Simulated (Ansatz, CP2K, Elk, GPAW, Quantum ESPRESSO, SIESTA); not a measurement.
# Code comparison for Zr4Al3 (P6/mmm, 7 atoms in the cell)

Self-consistent single point, at a second geometry (lattice scaled by 0.98). First geometry:

```yaml
crystal:
  lattice:
    - [5.46907, 0.00000, 0.00000]
    - [-2.73453, 4.73635, 0.00000]
    - [0.00000, 0.00000, 5.42910]
  atoms:
    - { symbol: Zr, position: [0.00000, 0.00000, 0.26033] }
    - { symbol: Zr, position: [0.00000, 0.00000, 0.73967] }
    - { symbol: Zr, position: [0.33333, 0.66667, 0.50000] }
    - { symbol: Zr, position: [0.66667, 0.33333, 0.50000] }
    - { symbol: Al, position: [0.00000, 0.50000, 0.00000] }
    - { symbol: Al, position: [0.50000, 0.00000, 0.00000] }
    - { symbol: Al, position: [0.50000, 0.50000, 0.00000] }
```

Shared settings, as Ansatz (a first-principles code) writes them: kpoints.mp_grid.grid = 5 5 4; scf.occupations.method = fermi_dirac; scf.occupations.width = 0.1 eV. Potentials and cutoffs stand in the table.

| code | model | ΔF from the first geometry (meV/atom) | pressure (GPa) | largest force (eV/Å) | cutoff |
|---|---|---|---|---|---|
| Elk | LDA (PW92), all-electron FP-LAPW, Elk's shipped species files, APW+lo basis with extra local orbitals | -29.7 | – | – | rgkmax 7.5 |
| SIESTA | LDA PW92, numerical atomic orbitals DZP, PseudoDojo LDA standard norm-conserving potentials (rewritten from UPF to PSML) | -33.3 | -1.16 | 0.026 | grid 400 Ry |
| CP2K | LDA (Pade form), GPW, DZVP-MOLOPT-SR-GTH basis, GTH-PADE potentials (GTH_POTENTIALS) | -35.0 | -1.54 | 0.024 | grid 500 Ry |
| Quantum ESPRESSO | LDA (PW92), PseudoDojo standard norm-conserving (LDA) pseudopotentials | -30.9 | -0.93 | 0.063 | 70 Ry |
| GPAW | LDA (Perdew-Wang 92), GPAW PAW datasets LDA (gpaw-data 1.0.1) | -31.4 | -1.21 | 0.117 | 550 eV |
| Ansatz | LDA (PW92), PAW files made with PBE | -29.9 | -0.77 | 0.089 | 420 eV |

A dash marks a value that a program does not give, or that is left out as unsure.

The spread over the programs that give each value: ΔF from the first geometry within 5.3 meV/atom; pressure within 0.77 GPa; largest force within 0.093 eV/Å.

SIESTA and CP2K use small atom-centred bases, whose incompleteness enters pressures, forces and empty levels differently from a plane-wave cutoff. Elk treats all electrons, but the usual bases taken here (sphere radii, linearisation, local orbitals, empty states) were not tested for convergence, so the values are no reference for the others. Ansatz's pressure is given at a fixed set of plane waves, as the other plane-wave codes print theirs.

The starting cell comes from a database of computed structures (which also holds hypothetical and non-ambient phases and stackings), without a prior relaxation at this level. Its lattice was rescaled by a random factor within 2.5 % of one. For this run, on top of that: lattice scaled by 0.98.

Keys are those of Ansatz 0.2.
